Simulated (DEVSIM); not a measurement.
# illuminated GaAs p-on-n cell, one wavelength

System: illuminated GaAs p-on-n cell, one wavelength, at 450 K.

```
layer (left to right)  material  thickness (μm)  Nd (cm⁻³)  Na (cm⁻³)   τn (s)   τp (s)  absorption coefficient (cm⁻¹)
---------------------  --------  --------------  ---------  ---------  -------  -------  -----------------------------
1                          GaAs           0.210          -       9e17  4.1e-11  1.6e-10                          13000
2                          GaAs            1.60     1.5e15          -   1.1e-9   1.1e-9                          13000
```

Left contact: ohmic, minority electron recombination velocity 2e6 cm/s. Right contact: ohmic, minority hole recombination velocity 1e5 cm/s. Voltage is applied to the left contact. Recombination: SRH at mid-gap, radiative, Auger. Light enters at the left, 1.8e17 photons cm⁻² s⁻¹, one pass, no reflection. Mobility is constant in doping.

The device is made up for the run: typed textbook-type constants, with dimensions and the other settings drawn at random. Values at 300 K; Nc and Nv go as T^1.5, mobilities as T to minus their exponent, the gap by Varshni's rule with the affinity fixed.

| parameter | GaAs |
|---|---|
| gap (eV) | 1.424 |
| affinity (eV) | 4.07 |
| permittivity | 12.9 |
| Nc (cm⁻³) | 4.7e17 |
| Nv (cm⁻³) | 9e18 |
| μn (cm²/Vs) | 8500 |
| μp (cm²/Vs) | 400 |
| T exponent of μn | 2.1 |
| T exponent of μp | 2.2 |
| B (cm³/s) | 2e-10 |
| Cn (cm⁶/s) | 1e-30 |
| Cp (cm⁶/s) | 1e-30 |
| Varshni α (eV/K) | 0.000541 |
| Varshni β (K) | 204 |

Model (solved in DEVSIM): 1D drift-diffusion, Boltzmann statistics, complete ionisation; no tunnelling, impact ionisation, image-force lowering or self-heating.

The potential step across the device at zero bias comes out as 0.994 V. The largest field in the device at zero bias comes out as 62000 V/cm and the dark forward voltage at 1 A/cm² comes out as 0.609 V. The dark forward voltage at 100 A/cm² is 0.865 V, the short-circuit current is 23.4 mA/cm² and the open-circuit voltage comes out as 0.395 V. The fill factor is 0.57, the largest power comes out as 5.27 mW/cm² and the share of generated pairs collected at short circuit is 0.897.

Dark forward current:

```
V (V)  J (A/cm²)
-----  ---------
0.05      8.4e-5
0.10     0.00024
0.15     0.00054
0.20      0.0012
0.25      0.0024
0.30      0.0052
0.35       0.011
0.40       0.024
0.45       0.055
0.50        0.13
0.55        0.32
0.60        0.84
0.65         2.2
0.70         5.8
0.75          15
0.80          34
0.85          78
0.90         180
0.95         400
1.00         920
1.05        2100
```

Current under light (generator sign):

```csv
V (V),J (mA/cm²)
0.00,23.4
0.04,23.3
0.08,23.1
0.14,22.6
0.18,22.1
0.24,20.6
0.26,19.8
0.28,18.8
0.30,17.4
0.32,15.5
0.34,12.9
0.36,9.46
0.38,4.66
0.40,-1.98
```
